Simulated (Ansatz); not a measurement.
The reference is Sc in the hcp (Mg type) structure (space group P6_3/mmc, No. 194; a = 3.318 Å, c = 5.186 Å; relaxed with 0.1 eV smearing). Axes: x lies along a and z along c of the hexagonal cell.

The values are results of DFT with PBE, PAW potentials and a 420 eV plane-wave cutoff in Ansatz (a quantum-chemistry and plane-wave program), without spin-orbit coupling, earlier PAW set, not measurements.

Base values:

| Quantity | Value |
|---|---|
| Pressure | 0.0 GPa |
| Shortest interatomic distance | 3.224 Å |

One thing is altered: uniaxial strain ε_zz = +2.20 %, all other strain components held at zero; the atoms relax in the strained cell.

Task: What does the calculation give for the energy relative to the base after the change?

Result: The energy grows by 3.5 meV/atom.

Task: What happens to the pressure?

Result: The pressure (mean of the normal stresses, compression positive) goes from zero to -1.1 GPa.

Task: What happens to the shortest interatomic distance?

Result: The shortest interatomic distance grows by 0.046 Å (3.224 Å → 3.270 Å).

Whether these cells are dynamically stable was not tested. All final runs are without spin polarisation.
